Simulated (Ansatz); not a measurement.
Worked example: self-consistent single point of Sr4Bi2O (I4mm, 7 atoms in the cell) in Ansatz (a first-principles code).

Method: LDA (PW92) with spin-orbit coupling, default PAW files made with PBE (plane waves; Ansatz).

```yaml
crystal:
  lattice:
    - [-2.51502, 2.51502, 8.82609]
    - [2.51502, -2.51502, 8.82609]
    - [2.51502, 2.51502, -8.82609]
  atoms:
    - { symbol: Sr, position: [0.83497, 0.83497, 0.00000] }
    - { symbol: Sr, position: [0.17023, 0.17023, 0.00000] }
    - { symbol: Sr, position: [0.99808, 0.49808, 0.50000] }
    - { symbol: Sr, position: [0.49808, 0.99808, 0.50000] }
    - { symbol: Bi, position: [0.63778, 0.63778, 0.00000] }
    - { symbol: Bi, position: [0.36026, 0.36026, 0.00000] }
    - { symbol: O, position: [0.99020, 0.99020, 0.00000] }
```

Reference input (self-consistent single point, DFT, PBEsol, plane waves, default PAW files made with PBE): kpoints.mp_grid.grid = 6 6 6; hamiltonian.xc = pbesol; hamiltonian.pseudopotentials = {kind: paw} (the program's default PAW files); scf.occupations.method = fermi_dirac; scf.occupations.width = 0.0037 Ry. This run's input differs from it in these lines:

Ansatz 0.2 input:
```diff
@@ -17,4 +17,7 @@
 hamiltonian:
-  xc: pbesol
+  xc: lda
   pseudopotentials: { kind: paw }
+magnetization:
+  noncollinear: true
+  spin_orbit: true
 scf:
```

Output, abridged:

```
SCF iter   1: F=—  HF=-38598.390525 eV  |F-HF|=—  |Δ(HF+E_count)|=         —  Δρ=8.82e-2  dr2=2.04e1  dr2_m=0.00e0 (ungated)  ethr=3.10e-3  |M|=0.00e0 ∫|m|=0.00e0 μB  |m|>n=0.0e0 m-floor=0.0e0 τ_xc=0.0e0  β_m=0.30  ⟨swp⟩=13.3  Hψ=17911  notcnv=0  defer=15
all-band conjugate gradients solve this SCF's bands
preconditioner: auto → Kerker (q_TF=auto, 2.280 Å⁻¹)
spin=Noncollinear: Kerker preconditioning applied to the charge; magnetization (m_x, m_y, m_z) channels mix plain (no charge-response kernel on spin).
   [... lines left out ...]
SCF iter   8: F=—  HF=-38594.810236 eV  |F-HF|=—  |Δ(HF+E_count)|=   1.99e-4  Δρ=1.49e-5  dr2=1.32e-6  dr2_m=0.00e0 (ungated)  ethr=1.23e-8  |M|=0.00e0 ∫|m|=0.00e0 μB  |m|>n=0.0e0 m-floor=0.0e0 τ_xc=0.0e0  β_m=0.95  ⟨swp⟩=2.0  Hψ=4652  notcnv=0  defer=144
SCF iter   9: F=-38594.810236 eV  HF=-38594.810236 eV  |F-HF|=2.20e-8  |Δ(HF+E_count)|=   4.79e-8  Δρ=3.91e-6  dr2=5.69e-8  dr2_m=0.00e0 (ungated)  ethr=1.32e-10  |M|=0.00e0 ∫|m|=0.00e0 μB  |m|>n=0.0e0 m-floor=0.0e0 τ_xc=0.0e0  ⟨swp⟩=15.7  Hψ=18067  notcnv=0
SCF 1 converged in 9 iterations: F = -38594.810236 eV  dr2 = 5.69e-8
Magnetization: |M| = 0.0000 μB,  M = (+0.0000, +0.0000, +0.0000) μB
Absolute magnetization: 0.0000 μB (∫|m|)
  site 0: m = (+0.0000, +0.0000, +0.0000) μB, |m| = 0.0000 μB  (R = 1.13 Å)
  site 1: m = (+0.0000, +0.0000, +0.0000) μB, |m| = 0.0000 μB  (R = 1.31 Å)
  site 2: m = (+0.0000, +0.0000, +0.0000) μB, |m| = 0.0000 μB  (R = 1.04 Å)
  site 3: m = (+0.0000, +0.0000, +0.0000) μB, |m| = 0.0000 μB  (R = 1.04 Å)
  site 4: m = (+0.0000, +0.0000, +0.0000) μB, |m| = 0.0000 μB  (R = 1.44 Å)
  site 5: m = (+0.0000, +0.0000, +0.0000) μB, |m| = 0.0000 μB  (R = 1.38 Å)
  site 6: m = (+0.0000, +0.0000, +0.0000) μB, |m| = 0.0000 μB  (R = 1.04 Å)
Free energy (F): -38594.810236 eV
Internal energy: -38594.809920 eV  (E = F + TS)
E sigma→0 (E₀):  -38594.810078 eV
   [... lines left out ...]
Fermi energy:    8.490979 eV
   [... lines left out ...]
  atom   7  O      0.00000000     0.00000000    -0.08364440
--- Stress (GPa, compression-positive) ---
       -3.085895       0.000000      -0.000000
        0.000000      -3.085895      -0.000000
       -0.000000      -0.000000      -2.891195
  P = ⅓ Tr σ = -3.0210 GPa (-30.210 kbar)
  The stress holds the Pulay correction. Without it, at fixed plane waves, as pw.x and ABINIT print it: P = -3.1056 GPa
```

The run converged in 9 iterations. Against the reference run the pressure goes from -1.46 to -3.02 GPa and the largest force goes from 0.086 to 0.153 eV/Å.

The starting cell comes from a database of computed structures (which also holds hypothetical and non-ambient phases and stackings), without a prior relaxation at this level. With a pressure of about -3 GPa the cell is away from its equilibrium volume at this level. Ansatz's pressure includes its estimate of the finite-basis (Pulay) stress. A gap is left out here, as mesh or smearing make it unsure.

Cost on one core of a shared machine: roughly 90 s.
